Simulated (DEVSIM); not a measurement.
## Si p+/n-/n+ power diode

Device: Si p+/n-/n+ power diode, at 300 K.

| layer (left to right) | material | thickness (μm) | Nd (cm⁻³) | Na (cm⁻³) | τn (s) | τp (s) |
|---|---|---|---|---|---|---|
| 1 | Si | 2.20 | - | 1.1e18 | 0.00045 | 0.00045 |
| 2 | Si | 9.20 | 1.9e13 | - | 0.00045 | 0.00045 |
| 3 | Si | 9.50 | 3.8e18 | - | 0.00045 | 0.00045 |

Left contact: ohmic. Right contact: ohmic. Voltage is applied to the left contact. Recombination: SRH at mid-gap, radiative. Mobility is μmin + (μ − μmin)/(1 + (N/Nref)^α).

Constants are typed, rounded textbook-type inputs, not results; the design itself was drawn at random and stands for no fabricated device. Values at 300 K.

| parameter | Si |
|---|---|
| gap (eV) | 1.124 |
| affinity (eV) | 4.05 |
| permittivity | 11.7 |
| Nc (cm⁻³) | 2.86e19 |
| Nv (cm⁻³) | 3.1e19 |
| μn (cm²/Vs) | 1417 |
| μp (cm²/Vs) | 470 |
| μn,min | 52 |
| μp,min | 45 |
| Nref,n | 9.7e16 |
| Nref,p | 2.2e17 |
| αn | 0.68 |
| αp | 0.72 |
| B (cm³/s) | 4.7e-15 |

Model (solved in DEVSIM): 1D drift-diffusion, Boltzmann statistics, complete ionisation; no tunnelling, impact ionisation, image-force lowering or self-heating.

```json
{
 "potential_step_across_the_device_at_zero_bias": "0.986 V",
 "Dark forward voltage at 1 A/cm²": "0.730 V",
 "Dark forward voltage at 100 A/cm²": "0.853 V"
}
```

Small-signal capacitance in reverse bias (quasi-static):

```csv
V (V),C (nF/cm²)
-4,1.15
-10,1.14
-20,1.13
-30,1.13
-40,1.13
-60,1.13
-80,1.13
-100,1.13
-130,1.12
-160,1.12
-200,1.12
```

Dark forward current:

```csv
V (V),J (A/cm²)
0.05,3.3e-10
0.10,1.3e-9
0.15,4.4e-9
0.20,1.6e-8
0.25,6.2e-8
0.30,2.8e-7
0.35,1.3e-6
0.40,6.1e-6
0.45,3.0e-5
0.50,0.00017
0.55,0.0010
0.60,0.0068
0.65,0.046
0.70,0.32
0.75,2.2
0.80,15
0.85,92
0.90,480
0.95,1700
1.00,4000
```
